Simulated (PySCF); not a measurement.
PySCF 2.14.0, BP86/def2-tzvp, df: Zn(Br)2 ([Br][Zn][Br]), 3 atoms. The geometry is a generated start, not checked to be a minimum at this level.

```yaml
task: energy
method: bp86
basis: def2-tzvp
two_electron_scheme: density fitting
mol.max_memory: 3000 MB
mf.max_cycle: 100
mf.init_guess: minao (default)
mf.DIIS: CDIIS (default)
mf.diis_space: 8 (default)
mf.conv_tol: 1e-09 (default)
mf.grids.level: 3 (default)
basis_functions: 144
grid_points: 61488
```

```xyz
3

Zn     0.0411     0.0029    -0.0036
Br    -0.2136     1.7819    -1.4035
Br     0.1725    -1.7848     1.4071
```

Charge 0 and multiplicity 1 are set for this test and not shown to be the ground state.

One run each on 2 threads, 1 BLAS thread. Values of level_shift (Hartree) tried: 0 (default), 0.1, 0.3, 1.

Question: How does the count of Fock builds change with level_shift (Hartree), and where is it least?

Answer: Fewest Fock builds, within one of each other: 0 (default) with 13, 0.1 with 12. The count rises to 41 at 1. All converge to one solution.

| level_shift (Hartree) | Fock builds | end |
|---|---|---|
| 0 (default) | 13 | same solution |
| 0.1 | 12 | same solution |
| 0.3 | 17 | same solution |
| 1 | 41 | same solution |
